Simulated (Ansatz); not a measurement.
Cost and result by functional for the adsorption energy of OH on the 1x1 (100) surface of monoclinic HfO2 (cut with top plane 2 O), one in a 1x1 cell, started at the site 'bridge O-O (span 5.3 Å)', in Ansatz (plane waves, PAW). Single points on the PBE structure, on one kind of machine; costs are rough ratios of the slab run's core time (references not counted) to the cheapest single point. r2SCAN's cost holds its higher cutoff (500 against 420 eV). Differences are taken against r2SCAN for comparison alone: no measured value is at hand, so the table doesn't rank accuracy. The points keep PBE's geometry, so the relaxation of a polaron and the settling of charge on one site are left out.

Host crystal: monoclinic HfO2, with a band gap (PBE, scalar-relativistic without spin-orbit coupling).

Set-up: 26 atoms, 9.3 Å thick at the start under the adsorbate (thin: gaps and levels are the slab's own); mesh 4x4x1; 0.01 eV smearing; dipole correction on; 12 atoms held, the rest relaxed; no symmetry held; spin-polarised, ending with about 1.0 μB a cell, a value that depends on the mesh; orders that need a larger cell were not tried, no spin-orbit, no U, no dispersion correction. The slab shows no gap over 0.04 eV on its mesh. At the end it is bonded to Hf. In PBE it is, or lies within 0.03 eV of, the lowest of the starts that converged. These notes are the PBE run's. RPBE: The program's check for a lower electronic state was not made. r2SCAN: The program's check for a lower electronic state was not made. Adsorption energies are against H2O(g) − ½ H2(g). A negative adsorption energy means that the adsorbate is more stable on the surface than in its reference.

| functional | relative cost | adsorption energy (eV) | less r2SCAN (eV) |
|---|---|---|---|
| RPBE | 1 | 1.46 | 0.18 |
| r2SCAN | 2 | 1.28 | 0.00 |
| PBE (the relaxed run's value) | – | 1.39 | 0.11 |

The values span 0.18 eV, while the single points' costs differ by a factor of roughly 2. Differences are of unrounded values.

Ansatz is a quantum-chemistry and plane-wave program.
